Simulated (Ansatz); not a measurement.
Take MgSe in the rock salt structure (space group Fm-3m, No. 225; a = 5.450 Å) as the base.

Computed with PBEsol, PAW, 420 eV (Ansatz, a program for electronic structure; without spin-orbit coupling).

One change was made to it. Results:

```json
[
 {"quantity": "gap character", "base": "indirect, Γ → X", "after": "indirect, Γ → X"},
 {"quantity": "electron mass", "base": "0.49 mₑ along k, 0.23 mₑ across (at X)", "after": "0.52 mₑ along k, 0.24 mₑ across (at X)"},
 {"quantity": "hole mass (degenerate bands, along [100])", "base": "0.16, 0.77, 0.77 mₑ (at Γ)", "after": "0.20, 0.62, 0.62 mₑ (at Γ)"},
 {"quantity": "lattice parameter a", "base": "5.450 Å", "after": "5.117 Å"}
]
```

### Question
Which change produced these results?
(A) pressure 9 GPa
(B) pressure −1 GPa
(C) pressure 18 GPa
(D) pressure 60 GPa

### Answer
C, pressure 18 GPa. For comparison, the electron mass in the other runs: pressure −1 GPa gives 0.48 mₑ along k, 0.23 mₑ across (at X); pressure 9 GPa gives 0.50 mₑ along k, 0.24 mₑ across (at X); pressure 60 GPa gives 1.1 mₑ along k, 0.18 mₑ across (at X).

Load acts through the strain it causes; cell and atoms are relaxed under it. Masses are band curvatures over ±0.01 Å⁻¹ around the edge. Along k means along the line from Γ to the band edge. No phonon test of stability was made. Competing high-pressure phases were not computed.
